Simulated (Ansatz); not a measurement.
Worked example: self-consistent single point of Sn (Immm, 1 atom in the cell) in Ansatz (a quantum-chemistry and plane-wave program).

Level of theory: PBEsol, default PAW files made with PBE (plane waves; Ansatz).

The change in words: lattice scaled by 0.98; basis.ecutrho_ratio: default → 12. Reference geometry:
```xyz
1
Lattice="-1.6963 1.9605 2.1142 1.6963 -1.9605 2.1142 1.6963 1.9605 -2.1142" Properties=species:S:1:pos:R:3 pbc="T T T"
Sn     0.0000     0.0000     0.0000
```

Reference input (self-consistent single point, DFT, PBEsol, plane waves, default PAW files made with PBE): basis.ecutwfc = 420 eV; kpoints.mp_grid.grid = 13 13 13; hamiltonian.xc = pbesol; hamiltonian.pseudopotentials = {kind: paw} (the program's default PAW files); scf.occupations.method = fermi_dirac; scf.occupations.width = 0.1 eV. This run's input differs from it in these lines:

Ansatz 0.2 input:
```diff
@@ -3,5 +3,5 @@
   lattice:
-    - [-1.696294, 1.960524, 2.114194]
-    - [1.696294, -1.960524, 2.114194]
-    - [1.696294, 1.960524, -2.114194]
+    - [-1.662368, 1.921314, 2.071910]
+    - [1.662368, -1.921314, 2.071910]
+    - [1.662368, 1.921314, -2.071910]
   atoms:
@@ -10,2 +10,3 @@
   ecutwfc: 420.0
+  ecutrho_ratio: 12
 kpoints:
```

Output (repeated stretches shortened):

```
SCF iter   1: F=—  HF=-5949.764920 eV  |F-HF|=—  |Δ(HF+E_count)|=         —  Δρ=2.74e-3  dr2=1.09e-3  ethr=1.77e-3  ⟨swp⟩=5.0  Hψ=22176  notcnv=0
all-band conjugate gradients solve this SCF's bands
preconditioner: auto → none
SCF iter   2: F=—  HF=-5949.763918 eV  |F-HF|=—  |Δ(HF+E_count)|=   1.00e-3  Δρ=1.54e-3  dr2=3.66e-4  ethr=7.75e-6  ⟨swp⟩=1.8  Hψ=6802  notcnv=0
SCF iter   3: F=—  HF=-5949.763799 eV  |F-HF|=—  |Δ(HF+E_count)|=   1.18e-4  Δρ=4.47e-4  dr2=3.78e-5  ethr=2.61e-6  ⟨swp⟩=2.0  Hψ=6132  notcnv=0
SCF iter   4: F=—  HF=-5949.763764 eV  |F-HF|=—  |Δ(HF+E_count)|=   3.53e-5  Δρ=7.18e-5  dr2=1.25e-6  ethr=2.70e-7  ⟨swp⟩=2.0  Hψ=6133  notcnv=0
SCF iter   5: F=—  HF=-5949.763764 eV  |F-HF|=—  |Δ(HF+E_count)|=   5.22e-7  Δρ=3.59e-5  dr2=2.90e-7  ethr=8.93e-9  ⟨swp⟩=2.0  Hψ=6157  notcnv=0
SCF iter   6: F=-5949.763763 eV  HF=-5949.763763 eV  |F-HF|=5.25e-8  |Δ(HF+E_count)|=   1.80e-7  Δρ=1.28e-5  dr2=3.41e-8  ethr=7.14e-10  ⟨swp⟩=5.7  Hψ=17282  notcnv=0
SCF 1 converged in 6 iterations: F = -5949.763763 eV  dr2 = 3.41e-8
Free energy (F): -5949.763763 eV
Internal energy: -5949.745723 eV  (E = F + TS)
E sigma→0 (E₀):  -5949.754743 eV
Entropy (-TS):   -0.018040 eV (-18.040 meV/atom)
Fermi energy:    11.141406 eV
--- Forces (eV/Å), atoms counted from 1 ---
  atom   1  Sn     0.00000000     0.00000000     0.00000000
--- Stress (GPa, compression-positive) ---
        0.622542       0.000000       0.000000
        0.000000      -0.030818       0.000000
        0.000000       0.000000      -0.901592
  P = ⅓ Tr σ = -0.1033 GPa (-1.033 kbar)
  The stress holds the Pulay correction. Without it, at fixed plane waves, as pw.x and ABINIT print it: P = -0.1387 GPa
```

The run converged in 6 iterations. Against the reference run the free energy falls by 16.7 meV/atom and the pressure goes from -2.97 to -0.10 GPa.

The starting cell comes from a database of computed structures (which also holds hypothetical and non-ambient phases and stackings), without a prior relaxation at this level. Its lattice was rescaled by up to half a per cent. For this run, on top of that: lattice scaled by 0.98. Ansatz's pressure includes its estimate of the finite-basis (Pulay) stress.
